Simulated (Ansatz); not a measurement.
**SrTiO3: response to strain**

Start from SrTiO₃ in the cubic perovskite structure (space group Pm-3m, No. 221; a = 3.9365 Å).

Strains are applied to the cell and any free atomic positions relax.

Computed with DFT with PBE, PAW potentials and a 420 eV plane-wave cutoff in Ansatz (a program for electronic structure), no spin-orbit coupling, earlier PAW set.

Notes on the quantities. energy relative to the base: free energy F.

```
variant                   energy relative to the base  band gap  smallest direct gap
------------------------  ---------------------------  --------  -------------------
base                                       0 meV/atom   1.85 eV              2.20 eV
isotropic strain −0.72 %                +3.1 meV/atom   1.89 eV              2.23 eV
isotropic strain +0.87 %                          ___       ___                  ___
isotropic strain +3.08 %                 +50 meV/atom   1.66 eV              2.05 eV
```

Problem. Complete the table.

Solution. 
- isotropic strain +0.87 %, energy relative to the base: +4.3 meV/atom
- isotropic strain +0.87 %, band gap: 1.79 eV
- isotropic strain +0.87 %, smallest direct gap: 2.16 eV

Whether these cells are dynamically stable was not tested. All final runs are without spin polarisation. Many cubic perovskites are stable only at high temperature; tilts and polar distortions were not tested.
